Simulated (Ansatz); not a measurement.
ZrSnO3 (model structure, started from the cubic perovskite type, Pm-3m, No. 221, 5 atoms in the cell) was calculated with HSE06 in Ansatz (PAW).

Numerical settings: plane-wave cutoff 460 eV, 6×6×6 k mesh, Fermi–Dirac smearing 0.01 eV, scalar-relativistic PAW data made under PBE.

Cell (relaxed with PBEsol):

```xyz
5
Lattice="4.1284 0.0000 0.0000 0.0000 4.1284 0.0000 0.0000 0.0000 4.1284" Properties=species:S:1:pos:R:3 pbc="T T T"
Sn     0.0000     0.0000     0.0000
Zr     2.0642     2.0642     2.0642
O      0.0000     2.0642     2.0642
O      2.0642     2.0642     0.0000
O      2.0642     0.0000     2.0642
```

**Question.** Predict the band gap and Γ–Γ gap.

**Answer.** 
band gap: 2.66 eV (on the SCF k mesh)
Γ–Γ gap: 5.83 eV

Note: the relaxation could raise the start's symmetry but not lower it, so the cell can be a saddle point; cell and atoms aren't relaxed at this level (pressure 0.9 GPa).

Spin–orbit coupling is not included.

The computed numbers hold no vibrational or temperature effects.

Computing time: very roughly 5 core-minutes.

A model structure was made by putting elements into a prototype or built by hand; it is no filed structure, need not be a known phase, and can be a saddle point held by its symmetry.

Ansatz is a quantum-chemistry and plane-wave program.
